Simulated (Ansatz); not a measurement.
Cost and result by functional for the surface energy of the (10-12) surface of hcp Ti in its 1x1 cell, outermost plane spacing 1.14 Å in the ideal cut, in Ansatz (plane waves, PAW). Single points on the PBE structure, on one kind of machine; costs are rough ratios of the slab run's core time (references not counted) to the cheapest single point. r2SCAN's cost holds its higher cutoff (500 against 420 eV). Differences are taken against r2SCAN for comparison alone: no measured value is at hand, so the table doesn't rank accuracy.

Set-up: 14 atoms, 11.4 Å thick at the start; mesh 13x6x1; 0.1 eV smearing; dipole correction on; all atoms relaxed; held to the start's symmetry, so lower structures may exist; no spin, no spin-orbit, no U. These notes are the PBE run's.

| functional | relative cost | surface energy (J/m²) | less r2SCAN (J/m²) |
|---|---|---|---|
| LDA | 1 | 2.38 | 0.08 |
| RPBE | 1 | 1.96 | -0.34 |
| PBEsol | 1 | 2.31 | 0.00 |
| r2SCAN | 3 | 2.30 | 0.00 |
| PBE (the relaxed run's value) | – | 2.11 | -0.19 |

The values span 0.42 J/m², while the single points' costs differ by a factor of roughly 3. Differences are of unrounded values.

Ansatz is a program for electronic structure.
